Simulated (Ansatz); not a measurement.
The reference is SnTe in the rock salt structure (space group Fm-3m, No. 225; a = 6.235 Å).

All numbers come from LDA, PAW, 420 eV (Ansatz, a quantum-chemistry and plane-wave program; no spin-orbit coupling).

Before the change:

The pressure comes out as 0.00 GPa.

Perturbation: the cell is scaled by 0.9750 in all directions, atoms relaxed at fixed cell.

### Question
Estimate the effect on the pressure.

### Answer
The pressure goes from zero to 4.57 GPa.

### Question
Predict the new energy relative to the base.

### Answer
The energy increases by 29 meV/atom.

The cells carry an imposed strain or load. Stability against distortions was not tested.
